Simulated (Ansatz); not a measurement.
# MoS2 (P-3m1, No. 164, 12 atoms in the cell; start mp-1027525; a measured phase of this formula has another space group): lattice parameter a by level of theory

No measured value is used here.

```
level (code)     value (Å)
---------------  ---------
LDA (Ansatz)         3.122
PBEsol (Ansatz)      3.141
r²SCAN (Ansatz)      3.185
```

The crystal itself was run without spin with LDA, PBEsol, r²SCAN; a magnetic state was not tried in these runs. Cutoffs differ between the levels. Ansatz's density-functional and Hartree–Fock values are scalar-relativistic unless marked +SOC, with PAW data made under PBE.

A start named mp-… is a Materials Project structure, which need not be a measured phase.

Ansatz is an electronic-structure program.
